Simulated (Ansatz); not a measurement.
Some atoms of an NVE trajectory of composition Si15B, cell Si60B4, brought to this temperature after a much hotter stage, at a temperature that wasn't checked against the liquidus, so perhaps supercooled [in the run: it was liquid; mean temperature 1459 K (target 1500 K); density 2.49 g/cm³]; time step 1.5 fs, velocity Verlet. These are PBE (plane waves, PAW; Ansatz, a first-principles code) values and carry that method's errors. On the run's last frame a denser k-mesh moved the forces by 0.110 eV/Å rms, the static pressure by 0.02 GPa and the free energy by 10 meV/atom, which is about how far such values are converged.

```csv
atom,mass (u),x y z (Å),v (Å/fs),F (eV/Å)
Si2,28.085,2.50194 0.13090 10.63094,0.017399 -0.005858 0.003069,1.6019 -1.0331 0.2157
Si4,28.085,9.20086 7.97147 7.79862,-0.000584 -0.010476 -0.002016,-0.0430 -0.3351 -0.7237
Si7,28.085,1.03352 2.71254 3.66656,-0.005226 0.003687 -0.000290,0.7843 0.7507 0.6916
Si16,28.085,4.99032 5.64408 -3.77843,0.008279 0.006690 0.005122,-0.5907 0.0757 0.7988
Si23,28.085,19.75891 0.51161 8.91377,0.001196 -0.004739 -0.009435,0.0545 -0.3636 1.4047
Si29,28.085,16.22938 11.35910 3.60986,-0.001982 -0.001283 -0.006180,1.1462 -0.3639 0.9853
Si37,28.085,8.64730 7.04719 4.47334,-0.000819 0.003861 0.001703,-0.3319 -0.1961 0.0376
Si39,28.085,-0.72007 1.95137 7.29034,-0.002409 0.002962 0.002702,1.5442 1.2162 -1.0806
```

Question: Give their positions one step later.

Answer: x' = x + vΔt + FΔt²/(2m), with 1 eV/(Å·u) = 0.0096485 Å/fs².
```json
[
 {"atom": "Si2", "x' y' z' (Å)": "2.52866 0.12172 10.63563"},
 {"atom": "Si4", "x' y' z' (Å)": "9.19997 7.95562 7.79531"},
 {"atom": "Si7", "x' y' z' (Å)": "1.02598 2.71836 3.66639"},
 {"atom": "Si16", "x' y' z' (Å)": "5.00251 5.65415 -3.77044"},
 {"atom": "Si23", "x' y' z' (Å)": "19.76073 0.50436 8.90016"},
 {"atom": "Si29", "x' y' z' (Å)": "16.22685 11.35703 3.60097"},
 {"atom": "Si37", "x' y' z' (Å)": "8.64594 7.05290 4.47591"},
 {"atom": "Si39", "x' y' z' (Å)": "-0.72309 1.95628 7.29397"}
]
```
